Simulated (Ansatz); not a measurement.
The parent structure is Hf in the hcp (Mg type) structure (space group P6_3/mmc, No. 194; a = 3.2040 Å, c = 5.0726 Å; relaxed with 0.1 eV smearing).

All numbers come from PBE (Ansatz, a first-principles code), no SOC.

Strains are applied to the cell and any free atomic positions relax.

One change was made to it. Results:

```json
[
 {"quantity": "energy relative to the base (free energy F)", "base": "0 meV/atom", "after": "+1.7 meV/atom"},
 {"quantity": "band gap", "base": "zero", "after": "zero"}
]
```

Q: Which of these changes matches the shifts?
A) isotropic strain +2.00 %
B) isotropic strain +1.50 %
C) isotropic strain −0.50 %
D) isotropic strain −1.00 %
E) isotropic strain +2.50 %

A: C, isotropic strain −0.50 %. For comparison, the energy relative to the base in the other runs: isotropic strain +1.50 % gives +15 meV/atom; isotropic strain +2.00 % gives +26 meV/atom; isotropic strain −1.00 % gives +6.9 meV/atom; isotropic strain +2.50 % gives +40 meV/atom.

Stability against distortions was not tested. The final runs are not spin-polarised.
